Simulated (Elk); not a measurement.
```
Ca
1.0
    0.00000     2.79837     2.79837
    2.79837     0.00000     2.79837
    2.79837     2.79837     0.00000
Ca
1
Direct
  0.00000   0.00000   0.00000
```

Method of the run: PBEsol, all-electron FP-LAPW, Elk's shipped species files, APW+lo basis with extra local orbitals (Elk).

The set-up and first iterations of an Elk log for Ca (Fm-3m, 1 atom in the cell):

```
│ Elk code version 10.2.4 │

All units are atomic (Hartree, Bohr, etc.)

│ Ground-state run starting from atomic densities │

Lattice vectors :
   0.000000000       5.288152895       5.288152895
   5.288152895       0.000000000       5.288152895
   5.288152895       5.288152895       0.000000000

Unit cell volume      :    295.7617489
Brillouin zone volume :   0.8386825353

Muffin-tin inner radius fraction :   0.1000000000E-01

Nuclei treated as point charges

Species :    1 (Ca)
 parameters loaded from : Ca.in
 name : calcium
 nuclear charge    :   -20.00000000
 electronic charge :    20.00000000
 atomic mass :    73057.72469
 muffin-tin radius :    1.680000000
 number of radial points in muffin-tin :    497
 atomic positions (lattice), magnetic fields (Cartesian) :
   1 :   0.00000000  0.00000000  0.00000000    0.00000000  0.00000000  0.00000000

Total number of atoms per unit cell :    1

Spin treatment :
 spin-unpolarised

   [... lines left out ...]
 using average radius
Maximum |G+k| for APW functions       :    4.761904762
Maximum (1/2)|G+k|²                   :    11.33786848
Maximum |G| for potential and density :    14.00000000
 potential will be trimmed for |G| > 2 gkmax
Constant for pseudocharge density :    6
Radial integration step length :    4

G-vector grid sizes :     35    35    35
Number of G-vectors :    13731

Maximum angular momentum used for
 APW functions                      :    8
 outer part of muffin-tin           :    6
 inner part of muffin-tin           :    2

Total nuclear charge    :   -20.00000000
Total core charge       :    10.00000000
Total valence charge    :    10.00000000
Total excess charge     :    0.000000000
Total electronic charge :    20.00000000

Effective Wigner radius, rₛ :    1.522677044

Number of empty states         :    4
Total number of valence states :    9
Total number of core states    :   10

Conduction state local-orbitals added automatically
Total number of local-orbitals :   69

Exchange-correlation functional :     22     0     0
 PBEsol, Phys. Rev. Lett. 100, 136406 (2008)
 gradient requirement :    1
 generalised gradient approximation (GGA)

Smearing type :    3
 Fermi-Dirac
Smearing width :   0.3674930000E-02
Effective electronic temperature (K) :    1160.451112

Mixing type :    3
 Broyden mixing, J. Phys. A: Math. Gen. 17, L317 (1984)

Kohn-Sham potential initialised from atomic data
│ Self-consistent loop started │
│ Loop number : 1 │
 total energy                :     -680.760164067
│ Loop number : 2 │
 total energy                :     -680.751222840
RMS change in Kohn-Sham potential (target) :   0.2219061801     (  0.1000000000E-05)
Absolute change in total energy (target)   :   0.8941227233E-02 (  0.1000000000E-03)
│ Loop number : 3 │
 total energy                :     -680.461100223
RMS change in Kohn-Sham potential (target) :   0.1282837421     (  0.1000000000E-05)
Absolute change in total energy (target)   :   0.2923579242     (  0.1000000000E-03)
│ Loop number : 4 │
 total energy                :     -680.659502442
RMS change in Kohn-Sham potential (target) :   0.1149486531     (  0.1000000000E-05)
Absolute change in total energy (target)   :   0.1253127380     (  0.1000000000E-03)
│ Loop number : 5 │
 total energy                :     -681.596423729
RMS change in Kohn-Sham potential (target) :   0.1370154171     (  0.1000000000E-05)
Absolute change in total energy (target)   :   0.9682494711     (  0.1000000000E-03)
│ Loop number : 6 │
 total energy                :     -682.781984608
RMS change in Kohn-Sham potential (target) :   0.2039736050     (  0.1000000000E-05)
Absolute change in total energy (target)   :    1.427623247     (  0.1000000000E-03)
│ Loop number : 7 │
 total energy                :     -678.461179600
RMS change in Kohn-Sham potential (target) :   0.6176850091E-01 (  0.1000000000E-05)
   [... lines left out ...]
```

Task: Will this run converge, and how will it end?

Result: The run ended unconverged after 200 iterations. It gives no final result for the task that was set. The log goes on:

```
Absolute change in total energy (target)   :   0.9648336029E-01 (  0.1000000000E-03)
│ Loop number : 134 │
 total energy                :     -678.767292346
   [... lines left out ...]
RMS change in Kohn-Sham potential (target) :   0.1957122218     (  0.1000000000E-05)
Absolute change in total energy (target)   :    4.680560171     (  0.1000000000E-03)
│ Loop number : 198 │
 total energy                :     -678.046443379
RMS change in Kohn-Sham potential (target) :   0.9518322218E-01 (  0.1000000000E-05)
Absolute change in total energy (target)   :    3.667678912     (  0.1000000000E-03)
│ Loop number : 199 │
 total energy                :     -678.201631169
RMS change in Kohn-Sham potential (target) :   0.8262775139E-01 (  0.1000000000E-05)
Absolute change in total energy (target)   :   0.7617319375     (  0.1000000000E-03)
│ Loop number : 200 │
Reached self-consistent loops maximum

Energies :
 Fermi                       :     0.144039418157
 total energy                :     -683.931607249

Density of states at Fermi energy :    33.51356341
 (states/Hartree/unit cell)

Estimated indirect band gap :   0.6374900851E-02
 from k-point      9 to k-point      6
Estimated direct band gap   :   0.2099483692E-01
 at k-point      9

Charges :
 core                        :    10.00000000
 valence                     :    10.00000000
 interstitial                :    3.290902901
 muffin-tins (core leakage)
  species :    1 (Ca)
   atom    1                 :    16.70909710     (  0.2301369818E-04)
 total in muffin-tins        :    16.70909710
 total calculated charge     :    20.00398115
 total charge                :    20.00000000
 error                       :   0.3981152055E-02

│ Self-consistent loop stopped │
```

The starting cell has typed, rounded lattice constants, without a prior relaxation at this level. Its lattice was rescaled by up to half a per cent. Values depend on the basis (sphere radii, cutoffs, local orbitals), which need not be converged.

The run was DFT, PBEsol, all-electron FP-LAPW, Elk's shipped species files, APW+lo basis with extra local orbitals. Main settings of its input:

| key | value |
|---|---|
| xctype | 22 |
| rgkmax | 8 |
| stype | 3 |
| swidth | 0.00367493 Ha |
| ngridk | 5 5 5 |
| gmaxvr | 14 1/bohr |
| nxlo | 2 |
| lorbcnd | true |
| rmtscf | 0.7 |
| lmaxi | 2 |
